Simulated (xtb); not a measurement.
xtb 6.7.1, GFN1-xTB: F[SiH](F)[SiH2][Si](F)(F)F, 11 atoms. The geometry is a generated start, not checked to be a minimum at this level.

```json
{
  "run_flags": "--grad",
  "method": "GFN1-xTB",
  "--acc": "1 (default)",
  "--etemp (K)": "300 (default)",
  "basis_functions": "56",
  "valence_electrons": "50"
}
```

```xyz
11

Si    -1.8388     0.6341     0.0507
F     -1.7696     1.8200    -1.0247
F     -3.2209    -0.0612    -0.3618
Si    -0.1265    -0.8611    -0.3546
Si     1.9115    -0.0582     0.2825
F      3.1355    -1.0768     0.3027
F      1.9439     0.5373     1.7591
F      2.5015     1.1422    -0.5755
H     -2.1075     1.2886     1.3145
H     -0.3854    -2.1137     0.3818
H     -0.0438    -1.2511    -1.7748
```

One run each on 1 thread. Values of broydamp tried: 0.02, 0.05, 0.1, 0.2, 0.4 (default), 0.6, 0.8, 1.

**Question.** Predict the course of the SCC iterations along this series.

**Answer.** Fewest SCC iterations, within one of each other: 0.4 (default) with 11, 0.6 with 11, 0.8 with 11, 1 with 12. The count rises to 19 at 0.02. All converge to one solution.

```json
[
 {"broydamp": "0.02", "SCC iterations": "19", "end": "same solution"},
 {"broydamp": "0.05", "SCC iterations": "17", "end": "same solution"},
 {"broydamp": "0.1", "SCC iterations": "16", "end": "same solution"},
 {"broydamp": "0.2", "SCC iterations": "13", "end": "same solution"},
 {"broydamp": "0.4 (default)", "SCC iterations": "11", "end": "same solution"},
 {"broydamp": "0.6", "SCC iterations": "11", "end": "same solution"},
 {"broydamp": "0.8", "SCC iterations": "11", "end": "same solution"},
 {"broydamp": "1", "SCC iterations": "12", "end": "same solution"}
]
```
